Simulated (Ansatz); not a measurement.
Levels about the gap of amorphous Hf18O37Li2 (57 atoms in a cell of 722 Å³, 8.78 g/cm³; zone centre alone, so wide bands show as single levels with stretches between that a denser mesh fills), at the geometry that PBE relaxed, where it gives 1.3 GPa on a denser mesh. The participation number counts the atoms over which a state spreads; weights are charges in smoothed Voronoi cells. The levels come from a single point, so bond lengths are those of that geometry. Method of the levels: r2SCAN, scalar-relativistic without spin-orbit coupling (Ansatz, an electronic-structure program). Sampling: the zone centre alone; Fermi-Dirac width 0.02 eV; no spin polarisation.

The cell was made by melting and quenching with the CHGNet potential and then relaxed with DFT. O atoms were pushed apart under 1.9 Å during the dynamics, to hinder bonds among them. The hot cell started wider than the set density and was brought back towards it in steps. It is the lowest in DFT energy of 2 quenches. It is a model cell: composition and starting density were chosen by hand, and all elements were melted together. No dispersion term was used. Its density started from a set value of 8.78 and ended at 8.78 g/cm³. The quench (nominally 300 K/ps over its main leg) was far faster than any real one, so the model tends to hold more defects than a real film. A cell of this size samples the disorder only roughly. The volume was held where the preparation left it and the shape relaxed, at a PBE pressure of 1.3 GPa. Stress components on the final sampling reach 1.3 GPa.

```csv
"E - E(highest filled), eV",filling,participation number,largest on,weight O,weight Hf,weight Li
-0.35,filled,25.2,"O, 2 neighbours",0.94,0.05,0.00
-0.31,filled,14.2,"O, 3 neighbours",0.95,0.05,0.00
-0.27,filled,19.9,"O, 3 neighbours",0.95,0.05,0.00
-0.25,filled,9.3,"O, 2 neighbours",0.94,0.06,0.00
-0.12,filled,13.6,"O, 2 neighbours",0.94,0.05,0.00
-0.07,filled,9.2,"O, 3 neighbours",0.95,0.05,0.01
0.00,filled,13.3,"O, 3 neighbours",0.95,0.05,0.01
4.68,empty,22.0,"Hf, 7 neighbours",0.38,0.61,0.01
4.69,empty,30.0,"Hf, 6 neighbours",0.48,0.49,0.03
4.85,empty,18.7,"Hf, 6 neighbours",0.37,0.62,0.01
4.98,empty,25.8,"Hf, 6 neighbours",0.39,0.60,0.01
5.07,empty,23.4,"Hf, 5 neighbours",0.35,0.64,0.01
5.09,empty,21.7,"Hf, 6 neighbours",0.36,0.64,0.00
5.18,empty,24.3,"Hf, 6 neighbours",0.38,0.62,0.01
```

Most localised among these is the filled level at -0.07 eV, on a O atom, which has 3 neighbours (Hf 2.01 Å, Hf 2.04 Å, Li 2.07 Å).
